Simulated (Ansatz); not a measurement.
How far PBE and r2SCAN part for GaP, P → As

The reference is GaP in the zinc blende structure (space group F-43m, No. 216; a = 5.5064 Å).

(Cell as relaxed with PBE.)

Levels (all Ansatz, a quantum-chemistry and plane-wave program, PAW, earlier PAW set): PBE (420 eV, no spin-orbit coupling); r2SCAN (500 eV, no spin-orbit coupling).

Each level relaxes its own structure.

| base | PBE | r2SCAN |
|---|---|---|
| volume per atom | 20.87 Å³ | 20.25 Å³ |
| lattice parameter a | 5.506 Å | 5.452 Å |
| band gap | 1.58 eV | 1.85 eV |

Now apply this change: every P is replaced by As; the structure is relaxed again.

```csv
quantity,PBE,r2SCAN
volume per atom,23.71 Å³,?
shift of the gap caused by the change,-1.42 eV,?
```

What does r2SCAN give?


- volume per atom, r2SCAN: 22.73 Å³
- shift of the gap caused by the change, r2SCAN: -0.88 eV

PBE's volume per atom lies 0.98 Å³ above r2SCAN's (4.3 %); PBE's shift of the gap caused by the change lies 0.54 eV below r2SCAN's. Neither level is exact; r2SCAN is the comparison here, not a measurement.

Whether these cells are dynamically stable was not tested.
